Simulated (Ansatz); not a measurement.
## SiC in the wurtzite structure (space group P6_3mc, No. 186)

```
SiC
1.0
    3.09192     0.00000     0.00000
   -1.54596     2.67768     0.00000
    0.00000     0.00000     5.07421
Si C
2 2
Cartesian
  1.54596   0.89256   0.00264
  0.00000   1.78512   2.53974
  1.54596   0.89256   3.16976
  0.00000   1.78512   0.63265
```

Level of theory: Ansatz (an electronic-structure program) PBE, spin-orbit coupling left out, earlier PAW set. Settings: 12×12×7 k-points, 0.05 eV Fermi–Dirac smearing.

```json
{
  "volume_per_atom": "10.50 Å³",
  "density": "3.17 g/cm³",
  "band_gap": "2.31 eV, indirect, Γ → K",
  "electron_mass": "0.27 mₑ along c, 0.44 mₑ across",
  "total_energy": "-443.579 eV/atom (σ→0; compares only within this code and set-up)"
}
```

Masses are band curvatures over ±0.01 Å⁻¹ around the edge. Whether these cells are dynamically stable was not tested.
